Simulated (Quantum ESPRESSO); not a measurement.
A self-consistent single point of YAl6Cu6 (P1, 13 atoms in the cell) with Quantum ESPRESSO.

Method of the run: PBEsol, PSlibrary PAW (PBE) pseudopotentials (plane waves; Quantum ESPRESSO).

```yaml
crystal:
  lattice:
    - [-2.49237, 4.27247, 4.34190]
    - [2.49237, -4.27247, 4.34190]
    - [2.49237, 4.27247, -4.34190]
  atoms:
    - { symbol: Y, position: [0.98987, 0.99362, 0.98935] }
    - { symbol: Al, position: [0.35499, 0.34968, 0.99487] }
    - { symbol: Al, position: [0.65933, 0.66157, 0.01379] }
    - { symbol: Al, position: [0.65464, 0.00307, 0.65645] }
    - { symbol: Al, position: [0.34552, 0.98788, 0.35225] }
    - { symbol: Al, position: [0.80235, 0.29785, 0.50911] }
    - { symbol: Al, position: [0.19808, 0.69785, 0.49233] }
    - { symbol: Cu, position: [0.49664, 0.98402, 0.97890] }
    - { symbol: Cu, position: [0.00308, 0.50446, 0.99951] }
    - { symbol: Cu, position: [0.50515, 0.50846, 0.50499] }
    - { symbol: Cu, position: [0.00494, 0.00014, 0.49465] }
    - { symbol: Cu, position: [0.22734, 0.50547, 0.73211] }
    - { symbol: Cu, position: [0.75807, 0.50596, 0.28169] }
```

Reference input (self-consistent single point, DFT, PBEsol, plane waves, PSlibrary PAW (PBE) pseudopotentials): ecutwfc = 50 Ry; ecutrho = 350 Ry; occupations = smearing; smearing = gaussian; degauss = 0.019992 Ry; input_dft = pbesol; K_POINTS = automatic 4 5 5 0 0 0; conv_thr = 1e-09 Ry; mixing_beta = 0.7. This run's input differs from it in these lines:

```diff
@@ -12,4 +12,4 @@
   ntyp = 3,
-  ecutwfc = 50,
-  ecutrho = 350,
+  ecutwfc = 25,
+  ecutrho = 175,
   occupations = 'smearing',
```

The program printed (abridged):

```
     Self-consistent Calculation

     iteration #  1     ecut=    25.00 Ry     beta= 0.70

     total energy              =   -1770.60527556 Ry
     estimated scf accuracy    <       2.20015823 Ry

     iteration #  2     ecut=    25.00 Ry     beta= 0.70

     total energy              =   -1771.17901566 Ry
     estimated scf accuracy    <       7.79192605 Ry

     iteration #  3     ecut=    25.00 Ry     beta= 0.70

     total energy              =   -1772.00431510 Ry
     estimated scf accuracy    <       0.22845029 Ry

   [... 13 blocks of this kind left out ...]

     iteration # 17     ecut=    25.00 Ry     beta= 0.70

     total energy              =   -1772.09167776 Ry
     estimated scf accuracy    <          1.9E-09 Ry

     iteration # 18     ecut=    25.00 Ry     beta= 0.70
     End of self-consistent calculation

     Number of k-points >= 100: set verbosity='high' to print the bands.

     the Fermi energy is    10.8319 ev

!    total energy              =   -1772.09167776 Ry
     estimated scf accuracy    <          1.5E-10 Ry
     smearing contrib. (-TS)   =      -0.00773771 Ry
     internal energy E=F+TS    =   -1772.08394005 Ry

     convergence has been achieved in  18 iterations

     Forces acting on atoms (cartesian axes, Ry/au):

     atom    1 type  1   force =     0.00638164    0.02830033    0.01184393
     atom    2 type  2   force =     0.00204370   -0.00274659   -0.01789253
     atom    3 type  2   force =    -0.00600403   -0.01119215   -0.00364602
     atom    4 type  2   force =     0.00221176    0.00395556    0.00394200
   [... lines left out ...]

     Total force =     0.092691     Total SCF correction =     0.000035

          total   stress  (Ry/bohr**3)                   (kbar)     P=     -548.01
  -0.00362315   0.00000549   0.00000596         -532.98        0.81        0.88
   0.00000549  -0.00376484   0.00000405            0.81     -553.83        0.60
   0.00000596   0.00000405  -0.00378794            0.88        0.60     -557.22

   JOB DONE.
```

The run converged in 18 iterations. Against the reference run the free energy goes up by 789 meV/atom, the pressure goes from -0.40 to -54.80 GPa and the largest force goes from 1.093 to 1.065 eV/Å.

The starting cell comes from a database of computed structures (which also holds hypothetical and non-ambient phases and stackings), without a prior relaxation at this level. Its atoms were displaced at random from the sites of space group no. 71. Spin polarisation is off. Forces in this geometry exceed 1 eV/Å. At the lowered cutoff the pressure carries the error of an incomplete plane-wave basis.

Cost on one core of a shared machine: roughly 20 min.
